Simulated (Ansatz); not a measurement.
## A computed series for hypothetical Fddd MoSi2: response to strain

Take MoSi2 (space group Fddd, No. 70; a = 4.607 Å, b = 8.057 Å, c = 8.762 Å; a hypothetical phase, not in the database extracts checked) as the base. Axes: x, y, z lie along a, b, c of the conventional cell.

Strains are applied to the cell and any free atomic positions relax; under biaxial strain the out-of-plane vector relaxes too.

Method: PBE (Ansatz, a quantum-chemistry and plane-wave program, PAW, no SOC).

Notes on the quantities. energy relative to the base: free energy F.

| change | energy relative to the base | shortest interatomic distance | space group |
|---|---|---|---|
| base | 0 meV/atom | 2.551 Å | Fddd (No. 70) |
| biaxial strain −3.05 %, plane normal [001], relaxed out of plane | (withheld) | (withheld) | Fddd (No. 70) |
| biaxial strain +0.69 %, plane normal [001], relaxed out of plane | +1.0 meV/atom | 2.542 Å | Fddd (No. 70) |
| isotropic strain −3.62 % | +116 meV/atom | 2.460 Å | Fddd (No. 70) |
| isotropic strain −1.92 % | +31 meV/atom | 2.503 Å | Fddd (No. 70) |
| uniaxial strain ε_xx = +2.29 % | +9.2 meV/atom | 2.564 Å | Fddd (No. 70) |
| tensor shear ε_xz = −0.45 % | +0.5 meV/atom | 2.545 Å | C2/c (No. 15) |
| tensor shear ε_xz = −0.97 % | +2.4 meV/atom | 2.539 Å | C2/c (No. 15) |
| tensor shear ε_xz = +1.91 % | +9.1 meV/atom | 2.527 Å | C2/c (No. 15) |
| tensor shear ε_xz = −3.87 % | +37 meV/atom | 2.504 Å | C2/c (No. 15) |

What belongs in the blanks?


- biaxial strain −3.05 %, plane normal [001], relaxed out of plane, energy relative to the base: +24 meV/atom
- biaxial strain −3.05 %, plane normal [001], relaxed out of plane, shortest interatomic distance: 2.580 Å

Without a gap, meshes like the base's 13×13×13 leave anisotropic stresses uncertain by several tenths of a GPa, and small strain energies with them. Stability against distortions was not tested. All final runs are without spin polarisation.
